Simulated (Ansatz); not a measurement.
Start from Ti in the hcp (Mg type) structure (space group P6_3/mmc, No. 194; a = 2.940 Å, c = 4.654 Å; relaxed with 0.1 eV smearing).

Method: Ansatz (an electronic-structure program) PBE, no spin-orbit coupling.

For the base:

```
Quantity  Value
--------  -----
Band gap   zero
```

Perturbation: the cell is scaled by 0.9950 in all directions; the atoms relax in the strained cell.

**Question.** What happens to the energy relative to the base?

**Answer.** The energy grows by 1.4 meV/atom.

**Question.** Estimate the effect on the band gap.

**Answer.** The band gap stays zero.

Stability against distortions was not tested. All final runs are without spin polarisation.
